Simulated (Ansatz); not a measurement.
B_Cu in fcc Cu (start: the Cu site; 32-site cell, 6×6×6 shifted sampling), host crystal and elements as references (Δμ(Cu) = 0.00 eV, Δμ(B) = 0.00 eV; B taken from its element, since no compound that bounds it was computed at this level; only phases computed here count, gases as isolated molecules at 0 K). These are PBE, PAW (plane waves to 420 eV; Ansatz, a quantum-chemistry and plane-wave program) values and carry that method's errors. In charge state 0 (not spin-polarised) the formation energy is 1.94 eV. The crystal has 8.36 × 10^22 Cu sites per cm³.

### Question
Estimate the equilibrium concentration at 1300 K in the dilute limit, leaving out vibrational entropy and degeneracy.

### Answer
kT = 0.1120 eV; c = N exp(−E_f / kT) = 8.36 × 10^22 × exp(−17.3) ≈ 3 × 10^15 cm^-3. An error of 0.2 eV in E_f moves this by a factor of 6.
